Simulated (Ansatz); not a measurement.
# Mg2Si, pressure series

The reference is Mg2Si (space group Fm-3m, No. 225; a = 6.364 Å).

Cell and atoms are relaxed at each pressure.

Method: PBE (Ansatz, a quantum-chemistry and plane-wave program), without spin-orbit coupling, earlier PAW set.

Problem. Only one of these keeps a band gap. Which?
A) pressure 3 GPa
B) pressure 50 GPa
C) pressure 30 GPa

Solution. A, pressure 3 GPa. Computed: pressure 50 GPa: zero; pressure 3 GPa: 0.16 eV; pressure 30 GPa: zero

A case with no gap was solved on a k-mesh chosen for an insulator, which is coarse for it. Load acts through the strain it causes; cell and atoms are relaxed under it. No phonon test of stability was made. No other phases were tried under pressure. All final runs are without spin polarisation. A zero or small gap of Mg2Si can be the functional's error rather than a property of the material.
